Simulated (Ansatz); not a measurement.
Consider the following.

End structure of the (10-10) surface of hcp Zr in its 1x1 cell, outermost plane spacing 0.93 Å in the ideal cut:

```xyz
10
Lattice="3.2325 0.0000 0.0000 0.0000 5.1700 0.0000 0.0000 0.0000 28.5000" Properties=species:S:1:pos:R:3 pbc="T T T"
Zr     1.6162     1.2925     8.3165
Zr     0.0000     3.8775     9.1780
Zr     0.0000     1.2925    10.9815
Zr     1.6162     3.8775    11.9247
Zr     1.6162     1.2925    13.7902
Zr     0.0000     3.8775    14.7098
Zr     0.0000     1.2925    16.5753
Zr     1.6162     3.8775    17.5185
Zr     1.6162     1.2925    19.3220
Zr     0.0000     3.8775    20.1835
```

Slab: 10 atoms, 12.1 Å thick at the start; k 12x7x1, smearing 0.1 eV, dipole-corrected; single point; on the structure that PBE left under its start's symmetry; no spin, no spin-orbit, no U.

Problem. Give the surface energy (mean of both faces) at the level r2SCAN, at the PBE geometry (Ansatz, a program for electronic structure).

Solution. 1.82 J/m²

Problem. Estimate the work function of the top face that r2SCAN, at the PBE geometry returns for this input.

Solution. 3.78 eV
